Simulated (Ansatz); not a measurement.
Method: PBE (plane waves to 420 eV, PAW; Ansatz, an electronic-structure program).

Planar average of the electrostatic potential across the slab, in eV from the Fermi level, for F on the 1x1 (0001) surface of hcp Y, one in a 1x1 cell, started at the site 'bridge Y-Y (span 3.7 Å)':

(z (Å), V (eV)): (5.54, 3.33); (5.83, 3.32); (6.12, 3.31); (6.42, 3.28); (6.71, 3.24); (7.00, 3.15); (7.29, 3.01); (7.58, 2.76); (7.88, 2.33); (8.17, 1.62); (8.46, 0.44); (8.75, -1.51); (9.04, -5.32); (9.33, -10.01); (9.62, -12.86); (9.92, -12.80); (10.21, -9.81); (10.50, -4.89); (10.79, -0.91); (11.08, 0.52); (11.38, 0.18); (11.67, -2.21); (11.96, -6.92); (12.25, -11.14); (12.54, -12.79); (12.83, -11.41); (13.12, -7.39); (13.42, -2.62); (13.71, 0.04); (14.00, 0.78); (14.29, 0.03); (14.58, -2.68); (14.88, -7.49); (15.17, -11.50); (15.46, -12.83); (15.75, -11.11); (16.04, -6.78); (16.33, -1.97); (16.62, 0.54); (16.92, 1.08); (17.21, -0.04); (17.50, -3.44); (17.79, -8.60); (18.08, -12.46); (18.38, -13.51); (18.67, -11.62); (18.96, -9.08); (19.25, -7.14); (19.54, -5.22); (19.83, -2.04); (20.12, 1.53); (20.42, 2.55); (20.71, 2.88); (21.00, 3.00); (21.29, 3.04); (21.58, 3.06); (21.88, 3.07); (22.17, 3.07); (22.46, 3.07); (22.75, 3.07); (23.04, 3.08); (23.33, 3.08); (23.62, 3.08); (23.92, 3.08)

Model: 5-atom slab, 8.4 Å thick at the start under the adsorbate (thin: gaps and levels are the slab's own), 10x10x1 mesh, Fermi-Dirac 0.1 eV, dipole correction, 2 atoms held, the rest relaxed; held to the start's symmetry, so lower structures may exist; no spin, no spin-orbit, no U, no dispersion correction. At the end it is bonded to 3 Y. In PBE it is, or lies within 0.03 eV of, the lowest of the starts that converged.

The vacuum level lies 3.08 eV above the Fermi level over the top face and 3.34 eV above it under the bottom face.
